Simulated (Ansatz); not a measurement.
Effect of uniaxial stress, 2 GPa tension along x on SiC

The parent structure is SiC in the zinc blende structure (space group F-43m, No. 216; a = 4.357 Å). Axes: x, y, z lie along the cube axes.

The change: uniaxial stress, 2 GPa tension along x; all other stress components relax to zero.

Level of theory: DFT with r2SCAN, PAW potentials and a 500 eV plane-wave cutoff in Ansatz (a first-principles code), spin-orbit coupling left out, earlier PAW set. k-mesh 13×13×13 (Γ-centred); smearing 0.05 eV (Fermi–Dirac).

The volume per atom grows by 0.03 Å³ to 10.37 Å³ and the space group becomes I-4m2 (No. 119) (base: F-43m (No. 216)). The energy rises by 0.4 meV/atom and the band gap drops by 0.04 eV, from 1.71 eV to 1.67 eV. The gap character comes out as indirect, Γ → X and the smallest direct gap drops by 0.01 eV (5.05 eV → 5.04 eV). The electron mass is still 0.64 mₑ along k, 0.23 mₑ across (at X) and the valence-band top at Γ (three highest levels, from the VBM) goes from 0.00, 0.00, 0.00 eV to 0.00, 0.00, -0.05 eV. The valley order (the lowest conduction-band minima on the path, energy above the VBM, named in the base's zone) becomes X along [001] 1.67 eV; X along [100] 1.74 eV (base: X along ⟨100⟩ 1.71 eV) and the strain response (xx, yy, zz) amounts to (+0.57, −0.14, −0.14) %. The secant Young's modulus along x amounts to 350 GPa and the mean lateral Poisson ratio comes out as 0.24.

Final structure:

```
CELL_PARAMETERS angstrom
      0.00000     2.17531     2.17531
      2.19074     0.00000     2.17531
      2.19074     2.17531     0.00000
ATOMIC_POSITIONS crystal
  C  0.75000 0.75000 0.75000
  Si 0.00000 0.00000 0.00000
```

Masses are band curvatures over ±0.01 Å⁻¹ around the edge. Along k means along the line from Γ to the band edge. Stability under load was not tested beyond the relaxation. k-point labels follow each cell's own Brillouin zone.
